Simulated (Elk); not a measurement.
Input and output of a self-consistent single point for HgTe (Cmcm, 4 atoms in the cell) (Elk).

Level of theory: PBEsol, all-electron FP-LAPW, Elk's shipped species files, default APW+lo basis (Elk).

The change in words: lattice scaled by 0.98. Reference geometry:
```yaml
crystal:
  lattice:
    - [3.05536, -3.53974, 0.00000]
    - [3.05536, 3.53974, 0.00000]
    - [0.00000, 0.00000, 5.91992]
  atoms:
    - { symbol: Hg, position: [0.34305, 0.65695, 0.75000] }
    - { symbol: Hg, position: [0.65695, 0.34305, 0.25000] }
    - { symbol: Te, position: [0.78481, 0.21519, 0.75000] }
    - { symbol: Te, position: [0.21519, 0.78481, 0.25000] }
```

Reference input (self-consistent single point, DFT, PBEsol, all-electron FP-LAPW, Elk's shipped species files, default APW+lo basis): xctype = 22; swidth = 0.00367493 Ha; ngridk = 5 5 4; maxscl = 100. This run's input differs from it in these lines:

```diff
@@ -16,5 +16,5 @@
 avec
-    3.0553630000   -3.5397360000    0.0000000000
-    3.0553630000    3.5397360000    0.0000000000
-    0.0000000000    0.0000000000    5.9199210000
+    2.9942560000   -3.4689410000    0.0000000000
+    2.9942560000    3.4689410000    0.0000000000
+    0.0000000000    0.0000000000    5.8015230000
```

Output, abridged:

```
│ Self-consistent loop started │
│ Loop number : 1 │
 total energy                :     -52900.6574490
│ Loop number : 2 │
 total energy                :     -52901.2732336
RMS change in Kohn-Sham potential (target) :   0.1831401653     (  0.1000000000E-05)
Absolute change in total energy (target)   :   0.6157846043     (  0.1000000000E-03)
│ Loop number : 3 │
 total energy                :     -52902.1152116
RMS change in Kohn-Sham potential (target) :   0.1696476893     (  0.1000000000E-05)
Absolute change in total energy (target)   :   0.9959241839     (  0.1000000000E-03)
│ Loop number : 4 │
   [... lines left out ...]
Absolute change in total energy (target)   :   0.5525437955E-03 (  0.1000000000E-03)
│ Loop number : 15 │
 total energy                :     -52901.1792769
RMS change in Kohn-Sham potential (target) :   0.1529171067E-06 (  0.1000000000E-05)
Absolute change in total energy (target)   :   0.2101772989E-03 (  0.1000000000E-03)
│ Loop number : 16 │
 total energy                :     -52901.1792473
RMS change in Kohn-Sham potential (target) :   0.3932953379E-07 (  0.1000000000E-05)
Absolute change in total energy (target)   :   0.8207797509E-04 (  0.1000000000E-03)
Convergence targets achieved

│ Loop number : 17 │

Energies :
 Fermi                       :     0.161678513279
 total energy                :     -52901.1792425

Density of states at Fermi energy :    60.03700914
 (states/Hartree/unit cell)

Estimated indirect band gap :   0.2020386002E-02
 from k-point     23 to k-point     11
Estimated direct band gap   :   0.8022443935E-02
 at k-point     11

Charges :
 core                        :    196.0000000
 valence                     :    68.00000000
 interstitial                :    6.613819938
 muffin-tins (core leakage)
  species :    1 (Hg)
   atom    1                 :    78.85409886     (  0.7136288366E-04)
   atom    2                 :    78.85409886     (  0.7136288366E-04)
  species :    2 (Te)
   atom    1                 :    49.83899117     (  0.4002502301E-03)
   atom    2                 :    49.83899117     (  0.4002502301E-03)
 total in muffin-tins        :    257.3861801
 total calculated charge     :    263.9918223
 total charge                :    264.0000000
 error                       :   0.8177675860E-02

│ Self-consistent loop stopped │
```

The run converged in 17 iterations. The count includes the last loop, which Elk runs after its targets are met. Against the reference run the free energy drops by 52.7 meV/atom.

The starting cell comes from a database of computed structures (which also holds hypothetical and non-ambient phases and stackings), without a prior relaxation at this level. Its lattice was rescaled by a random factor within 2.5 % of one. For this run, on top of that: lattice scaled by 0.98. Spin-orbit coupling is off. Values depend on the basis (sphere radii, cutoffs, local orbitals), which need not be converged. The run gives no clean gap (levels at the Fermi energy touch, overlap or are partly filled at this smearing), which alone does not show that the compound is a metal. The log's line on a gap gives a spacing of levels on this mesh, which the program prints for metals too.

Cost on one core of a shared machine: roughly 30 s.
